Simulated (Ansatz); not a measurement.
## What isotropic strain +2.40 % does to BAs

The reference is BAs in the zinc blende structure (space group F-43m, No. 216; a = 4.768 Å).

One thing is altered: an isotropic linear strain of +2.40 %, atoms relaxed at fixed cell.

Method: Ansatz (an electronic-structure program), PBEsol, PAW, cutoff 420 eV, no SOC. k-mesh 12×12×12 (Γ-centred); smearing 0.05 eV (Fermi–Dirac).

The volume per atom goes up by 1.00 Å³ (13.55 Å³ → 14.55 Å³) and the space group stays F-43m (No. 216). The shortest interatomic distance grows by 0.0495 Å, from 2.065 Å to 2.114 Å and the energy grows by 29 meV/atom. The pressure goes from zero to -8.63 GPa and the band gap increases by 0.07 eV (1.08 eV → 1.15 eV). The gap character stays indirect, Γ → Γ–X (82 % along) and the smallest direct gap drops by 0.085 eV, from 3.25 eV to 3.17 eV. The mean gap deformation potential ΔEg/Δln V is +1.0 eV and the electron mass changes from 1.1 mₑ along k, 0.21 mₑ across (off the special points) to 1.1 mₑ along k, 0.22 mₑ across (off the special points). The hole mass (degenerate bands, along [100]) changes from 0.23 mₑ (at Γ) to 0.19, 0.24, 0.24 mₑ (at Γ) and the valley order (the lowest conduction-band minima on the path, energy above the VBM, named in the base's zone) becomes a point along ⟨100⟩, about 1.1 Å⁻¹ from Γ 1.15 eV; L along ⟨111⟩ 2.28 eV (base: a point along ⟨100⟩, about 1.1 Å⁻¹ from Γ 1.08 eV; L along ⟨111⟩ 2.68 eV).

Effective masses come from finite differences of ±0.01 Å⁻¹. Along k means along the line from Γ to the band edge. No phonon test of stability was made.
